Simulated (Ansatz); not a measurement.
Inside the gap of an insulator the Bloch states are evanescent, with a wavenumber k + iκ along the transport direction.

```xyz
3
Lattice="3.2907 0.0000 0.0000 -1.6453 2.8498 0.0000 1.6453 0.9499 2.6868" Properties=species:S:1:pos:R:3 pbc="T T T"
Li     1.6453     0.9499     0.6717
Li     1.6453     2.8498     2.0151
O      0.0000     0.0000     0.0000
```

Space group of this cell: Fm-3m, anti-fluorite. The cell is taken as given; by r2SCAN its mean pressure is -4.1 GPa.

Transport runs along the normal of the first two printed cell vectors, the (111) plane of the conventional cell.

No gap correction and no spin-orbit coupling; mid-gap values are interpolated between computed energies.

Question: State the band gap and the smallest decay constant κ at mid-gap according to r2SCAN in Ansatz (a program for electronic structure).

Answer: Gap 5.65 eV on a 14×14×14 mesh; κ = 0.475 1/Å, at the zone centre.
